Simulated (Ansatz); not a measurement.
For GeSe (model structure, started from the NiAs type, P6₃/mmc, No. 194, 4 atoms in the cell), PBEsol (plane waves, PAW; Ansatz, an electronic-structure program) gives:

| Quantity | Value |
|---|---|
| lattice parameter a | 3.840 Å |
| lattice parameter c | 6.879 Å |
| cohesive energy | 3.75 eV/atom |

### Question
What does PBE-D3(BJ) in Ansatz (PAW) give for the same quantities?

### Answer

- lattice constant a: 3.857 Å (goes up by 0.4 %)
- lattice parameter c: 6.911 Å (rises by 0.5 %)
- cohesive energy: 3.66 eV/atom (falls by 0.09 eV/atom)

Changes are worked out from the printed values.

Unless a cell is named, each level is at its own relaxed cell (PBEsol 21.96, PBE-D3(BJ) 22.26 Å³/atom).

Caveats: a distance lies near a switch of the dispersion term, which can move the cell (PBE-D3(BJ)). Ansatz's density-functional and Hartree–Fock values are scalar-relativistic unless marked +SOC, with PAW data made under PBE.

A model structure was made by putting elements into a prototype or built by hand; it is no filed structure, need not be a known phase, and can be a saddle point held by its symmetry.
